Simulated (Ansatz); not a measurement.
Worked example: self-consistent single point of Fe2O3 (R-3c, 10 atoms in the cell) in Ansatz (an electronic-structure program).

Method: PBE+U (plane waves, PAW; Ansatz).

The change in words: lattice scaled by 1.03; basis.ecutwfc: 420 eV → 250 eV; width narrowed by the program to 0.1630 eV. Reference geometry:
```
Fe2O3
1.0
    2.40329     1.38754     4.37332
   -2.40329     1.38754     4.37332
    0.00000    -2.77509     4.37332
Fe O
4 6
Cartesian
  0.00000   0.00000   4.62033
  0.00000   0.00000   1.93966
  0.00000   0.00000   8.49964
  0.00000   0.00000  11.18031
 -0.93200   1.38754   7.65331
 -0.73565  -1.50091   7.65331
  1.66765   0.11336   7.65331
  0.93200  -1.38754   5.46665
  0.73565   1.50091   5.46665
 -1.66765  -0.11336   5.46665
```
Moments meant for the start (each program seeds them in its own way; μB, in the order of the atoms Fe Fe Fe Fe O O O O O O): 4.0 4.0 4.0 4.0 0.0 0.0 0.0 0.0 0.0 0.0.

Reference input (self-consistent single point, DFT, PBE+U, plane waves, default PAW files): basis.ecutwfc = 420 eV; kpoints.mp_grid.grid = 5 5 5; hamiltonian.xc = pbe; hamiltonian.pseudopotentials = {kind: paw} (the program's default PAW files); hamiltonian.hubbard.sites = [{species: Fe, l: d, u_eff: 5.3}] eV; magnetization.spin_polarized = true; scf.occupations.method = cold; scf.occupations.width = 0.2 eV. This run's input differs from it in these lines:

Ansatz 0.2 input:
```diff
@@ -3,5 +3,5 @@
   lattice:
-    - [2.40329500, 1.38754300, 4.37332100]
-    - [-2.40329500, 1.38754300, 4.37332100]
-    - [0.00000000, -2.77508700, 4.37332100]
+    - [2.47539400, 1.42916900, 4.50452100]
+    - [-2.47539400, 1.42916900, 4.50452100]
+    - [0.00000000, -2.85834000, 4.50452100]
   atoms:
@@ -18,3 +18,3 @@
 basis:
-  ecutwfc: 420.0
+  ecutwfc: 250.0
 kpoints:
```

Output (repeated stretches shortened):

```
SCF iter   1: F=—  HF=-21291.905141 eV  |F-HF|=—  |Δ(HF+E_count)|=         —  Δρ=8.31e-2 (↑8.31e-2 ↓6.56e-2)  dr2=4.46e0  dr2_m=2.97e0  M=18.449 μB ∫|m|=18.449 μB  β_m=1.00  ethr=3.10e-3  ⟨swp⟩=5.0  Hψ=7959  notcnv=0  defer=76
all-band conjugate gradients solve this SCF's bands
preconditioner: auto → Kerker (q_TF=auto, 2.749 Å⁻¹)
spin=Collinear: Kerker preconditioning applied to the charge; magnetization (m = ρ↑ − ρ↓) channel mixes plain (no charge-response kernel on spin).
   [... lines left out ...]
Mixer restart at iter 16: flushing history
SCF iter  17: F=—  HF=-21292.710797 eV  |F-HF|=—  |Δ(HF+E_count)|=         —  Δρ=1.26e-6 (↑1.26e-6 ↓1.16e-6)  dr2=5.85e-9  dr2_m=3.84e-10  M=20.000 μB ∫|m|=20.000 μB  β_m=0.97  ethr=9.47e-11  ⟨swp⟩=2.0  Hψ=3552  notcnv=0
SCF iter  18: F=-21292.710797 eV  HF=-21292.710797 eV  |F-HF|=4.80e-10  |Δ(HF+E_count)|=  5.97e-10  S|Δr|=  8.86e-11  Δρ=6.20e-7 (↑6.20e-7 ↓5.27e-7)  dr2=1.71e-9  dr2_m=1.32e-11  M=20.000 μB ∫|m|=20.000 μB  ethr=5.85e-12  ⟨swp⟩=2.9  Hψ=5307  notcnv=0
SCF 1 converged in 18 iterations: F = -21292.710797 eV  dr2 = 1.71e-9
WARN: an SCF from antiferromagnetic starting moments (-4.26, 4.26, -4.26, 4.26, 0.00, 0.00, 0.00, 0.00, 0.00, 0.00 Bohr magnetons, atom by atom) was not made, …
   [... lines left out ...]
Absolute magnetization: 20.0000 μB (∫|ρ↑−ρ↓|, with the PAW one-centre terms)
Free energy (F): -21292.710797 eV
Fermi energy:    12.769211 eV
Smearing:        width narrowed from 0.2000 eV (input) to 0.1630 eV after iteration 16, whose occupations did not sum to the number of electrons (Fermi level …
   [... lines left out ...]
--- Stress (GPa, compression-positive) ---
       23.144444      -0.000000      -0.000000
        0.000000      23.144444       0.000000
       -0.000000       0.000000      19.132655
  P = ⅓ Tr σ = 21.8072 GPa (218.072 kbar)
  The stress holds the Pulay correction. Without it, at fixed plane waves, as pw.x and ABINIT print it: P = -156.0806 GPa
Occupation matrices written to occupation_matrices
```

The run converged in 18 iterations. 

The starting cell was generated: these elements placed on a structure prototype, without a prior relaxation; it need not be a known phase or ordering of this composition. Its lattice was rescaled by a random factor within 2.5 % of one. For this run, on top of that: lattice scaled by 1.03. The magnetic order is the one reached from the typed start; others were not searched systematically. With U or open f shells several self-consistent states can exist. The program warned that, by what it read of turns of the moments, another magnetic order lies lower. Ansatz's pressure includes its estimate of the finite-basis (Pulay) stress. Without the estimate this run gives -156.08 GPa. The cutoff lies below the one recommended for these files.

These are the values that this program gave, and no reference: magnets with a U can end in a higher state.
